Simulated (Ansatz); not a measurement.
Worked calculations on one periodic cell of amorphous Ti₁₀Al₁₂O₃₈: Ti10Al12O38, 60 atoms, volume 735.7 Å³, made by a melt-quench on the CHGNet potential and relaxed with DFT. O atoms were pushed apart under 1.9 Å during the dynamics, to hinder bonds among them. It is a model cell: composition and starting density were chosen by hand, and all elements were melted together. Computed with PBE, scalar-relativistic without spin-orbit coupling (plane waves to 420 eV, PAW; Ansatz, a first-principles code). Sampling: a 2×2×2 Γ-centred mesh; Fermi-Dirac width 0.02 eV; no spin polarisation. Its volume was relaxed, its shape was held as a cube, and it stands at a mean pressure of -0.1 GPa with stress components up to 1.8 GPa; the relaxation ran on the zone centre alone. Its density went from a set 3.15 to 3.18 g/cm³. The cell is small and was quenched far faster than a real film, so it is one sample of the glass.

**Question.** Count formal charges (Ti +4, Al +3, O -2). What does the count lead one to expect at the Fermi level, and what does the calculation give?

**Answer.** 10 × (+4) + 12 × (+3) + 38 × (-2) = 0. The charges balance, so the anion-derived valence states can be full and a gap can open. On this mesh the highest filled and lowest empty level lie 2.49 eV apart, the PBE gap of this cell, with a localised state at one edge or both.

The cell was scaled and its atoms relaxed again at each volume (the zone centre alone): 713.7 Å³, 2.13 GPa; 735.7 Å³, -0.07 GPa; 757.8 Å³, -1.95 GPa.

**Question.** Estimate the bulk modulus over this range from B = −dP/d ln V.

**Answer.** Between the ends: −(-1.95 − 2.13) / ln(757.8/713.7) = 68 GPa, a mean over the range at 0 K with the atoms relaxed.
